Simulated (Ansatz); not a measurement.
Take KBr in the rock salt structure (space group Fm-3m, No. 225; a = 6.549 Å) as the base. Axes: x, y, z lie along the cube axes.

Structures relaxed with plane-wave PAW DFT at the PBEsol level (Ansatz, an electronic-structure program, 420 eV), no spin-orbit coupling.

Base:

Simulated powder pattern, Cu Kα1, λ = 1.54056 Å (kinematic, ideal powder, no thermal factors, no anomalous dispersion; the 10 strongest lines at most, above 2 %, up to 2θ = 90°):

```csv
2θ (°),I/Imax (%),hkl
23.51,21,(111)
27.21,100,(200)
38.86,74,(220)
45.92,11,(311)
48.09,26,(222)
56.13,12,(400)
63.47,32,(420)
70.37,23,(422)
83.42,7.4,(440)
89.77,16,(442)
```

After one change:

Simulated powder pattern, Cu Kα1, λ = 1.54056 Å (kinematic, ideal powder, no thermal factors, no anomalous dispersion; the 10 strongest lines at most, above 2 %, up to 2θ = 90°):

| 2θ (°) | I/Imax (%) |
|---|---|
| 23.29 | 11 |
| 23.74 | 10 |
| 27.22 | 100 |
| 38.29 | 13 |
| 38.87 | 49 |
| 39.45 | 12 |
| 47.61 | 13 |
| 48.58 | 12 |
| 63.48 | 21 |
| 69.62 | 8.0 |

**Question.** Name the change that was made.
A) tensor shear ε_xy = +1.71 %
B) tensor shear ε_xy = +0.57 %
C) tensor shear ε_xy = +1.14 %
D) tensor shear ε_xy = +1.43 %

**Answer.** D, tensor shear ε_xy = +1.43 %. Its volume per atom is 35.10 Å³ against 35.11 Å³, and its space group is Immm (No. 71).

The cells carry an imposed strain or load. Whether these cells are dynamically stable was not tested.
